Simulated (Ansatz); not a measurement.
Consider this model of amorphous Al$_{4}$P$_{12}$O$_{36}$.

```xyz
52
Lattice="8.6176 0.3799 -0.3271 0.3799 9.3364 0.2025 -0.3271 0.2025 9.6078" Properties=species:S:1:pos:R:3 pbc="T T T"
Al     1.7024     0.2646     2.4947
Al     5.1993     3.2725     0.5342
Al     5.9848     6.7488     0.3535
Al     6.0734     4.9375     2.8657
P      7.8615     6.4981     4.5983
P      3.7284     5.4271     4.8419
P      6.0046     6.2280     6.8109
P      1.9980     7.8909     8.0556
P      4.2270     1.9270     3.1911
P      6.3010     2.6557     4.8396
P      1.5508     7.7292     5.1206
P      7.7492     2.5949     2.2651
P      6.8142     3.4442     7.6914
P      0.7081     7.1508     0.8736
P      3.0862     5.6185     0.0820
P      4.4020     0.2698     1.0345
O      2.7562     1.6829     3.2405
O      1.7040     5.8566     0.8996
O      4.0808     6.6620     0.4989
O      7.8218     4.0629     2.5955
O      6.8940     7.1040     5.8445
O      6.1326     4.1195     4.5498
O      0.7612     8.0862     9.0614
O      4.6125     6.0249     6.1358
O      8.7192     7.8485     4.2506
O      8.0971     3.1432     8.3168
O      4.4314     5.7943     3.5511
O      6.6616     2.4277     6.3367
O      5.7742     6.9120     8.1231
O      6.8412     4.9180     6.9630
O      5.4679     3.4514     8.3856
O      1.0411     8.1008     1.9904
O      3.2159     4.0991     5.1643
O      4.6776     3.2182     2.4795
O      3.1068     8.8348     8.0886
O      4.9540     0.6560     2.5516
O      7.2734     1.9350     3.8470
O      0.3878     1.4262     2.3443
O      5.9186     5.0592     1.0762
O      2.0801     8.9380     4.4180
O      4.3958     1.5752     0.2632
O      3.3453     9.1247     1.5240
O      5.7485     8.5188     0.7899
O      2.2846     6.3020     8.1881
O      1.2089     7.9431     6.6499
O      4.8959     1.8985     4.6633
O      6.7148     2.2914     1.2025
O      0.1208     5.0519     5.4045
O      2.4973     6.5331     4.9864
O      7.9237     7.0095     0.4686
O      3.4813     4.1747     0.0816
O      6.9514     6.4490     3.3878
```

These are PBE, scalar-relativistic without spin-orbit coupling (plane waves to 420 eV, PAW; Ansatz, a quantum-chemistry and plane-wave program) values and carry that method's errors.

A CHGNet melt-quench gave the starting glass, which DFT then relaxed. O atoms were pushed apart under 1.9 Å during the dynamics, to hinder bonds among them. The hot cell started wider than the set density and was brought back towards it in steps. It is the lowest in DFT energy of 2 quenches. It is a model cell: composition and starting density were chosen by hand, and all elements were melted together. No dispersion term was used. Its density started from a set value of 2.46 and ended at 2.28 g/cm³. The quench (nominally 260 K/ps over its main leg) was far faster than any real one, so the model tends to hold more defects than a real film. One small periodic cell is one sample of the glass; other quenches scatter about these values. Volume and shape were free in the relaxation. Stress components on the final sampling reach 1.0 GPa. Cycles of charging lowered its energy after that relaxation.

Cut-offs for bonds: Al-Al 2.66 Å, Al-P 2.51 Å, Al-O 2.24 Å, P-P 2.50 Å, P-O 1.94 Å, O-O 1.58 Å. Two cations that share two anions don't count as bonded, nor two that share one unless they lie closer than Al-Al 2.59 Å, Al-P 2.44 Å, P-P 2.29 Å.

**Question.** Give the coordination numbers, mean bond lengths and angles.

**Answer.** 
```yaml
Mean coordination of Al by anions: 5.25 (3 with 5, 1 with 6)
Mean coordination of P by anions: 4.00 (12 with 4)
Mean coordination of O: 1.92 (4 with 1, 31 with 2, 1 with 3)
Mean P-O bond: 1.566 Å (spread 0.074 Å, 48 counted)
Mean Al-O bond: 1.895 Å (spread 0.074 Å, 21 counted)
Bond angle at Al: mean 106.9°, spread 29.8°
Bond angle at P: mean 109.1°, spread 6.7°
Bond angle at O: mean 133.2°, spread 15.1°
```

**Question.** Which atoms depart from the most common coordination of their element?

**Answer.** Al2 has 6 (O31 1.85 Å, O41 1.90 Å, O47 1.93 Å, O51 1.99 Å, O39 2.00 Å, O34 2.01 Å); O26 has 1 (P13 1.46 Å); O33 has 1 (P6 1.46 Å); O35 has 1 (P8 1.46 Å); O39 has 3 (Al4 1.80 Å, Al3 1.84 Å, Al2 2.00 Å); O48 has 1 (P5 1.46 Å).

**Question.** List the pairs of like atoms that count as bonded by the rules above.

**Answer.** There are none by these rules.

**Question.** What Bader charges do the atoms carry, from a run on the zone centre alone?

**Answer.** Means (range): Al +2.58 e (+2.56 to +2.58), P +3.73 e (+3.67 to +3.80), O -1.53 e (-1.65 to -1.40).
```tsv
atom	charge (e)
Al1	+2.58
Al2	+2.58
Al3	+2.58
Al4	+2.56
P5	+3.67
P6	+3.68
P7	+3.79
P8	+3.68
P9	+3.74
P10	+3.76
P11	+3.80
P12	+3.71
P13	+3.68
P14	+3.74
P15	+3.73
P16	+3.76
O17	-1.53
O18	-1.52
O19	-1.55
O20	-1.54
O21	-1.52
O22	-1.56
O23	-1.53
O24	-1.55
O25	-1.53
O26	-1.41
O27	-1.53
O28	-1.52
O29	-1.55
O30	-1.55
O31	-1.55
O32	-1.54
O33	-1.41
O34	-1.58
O35	-1.40
O36	-1.53
O37	-1.50
O38	-1.57
O39	-1.65
O40	-1.54
O41	-1.54
O42	-1.58
O43	-1.55
O44	-1.52
O45	-1.54
O46	-1.52
O47	-1.55
O48	-1.42
O49	-1.56
O50	-1.53
O51	-1.51
O52	-1.55
```
